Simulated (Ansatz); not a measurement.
The reference is CdSe in the wurtzite structure (space group P6_3mc, No. 186; a = 4.3827 Å, c = 7.1545 Å). Axes: x lies along a and z along c of the hexagonal cell.

The values are results of PBE in Ansatz (plane waves to 420 eV, PAW, spin-orbit coupling left out), not measurements.

It is then changed as follows: the cell is stretched by 1.27 % along z with no lateral relaxation; the atoms relax in the strained cell.

Problem. Predict the stress tensor and what it implies for the stiffness.

Solution. Stress of the strained cell less that of the base (GPa, compression positive):
```
  -0.38    0.00    0.00
   0.00   -0.38    0.00
   0.00    0.00   -0.91
```

Then −Δσ_ii/ε with ε = 0.0127 gives secant stiffness values (nonlinear terms included at this strain): C33 ≈ 71 GPa, C13 ≈ 30 GPa and C23 ≈ 30 GPa.

Whether these cells are dynamically stable was not tested.

Ansatz is a quantum-chemistry and plane-wave program.
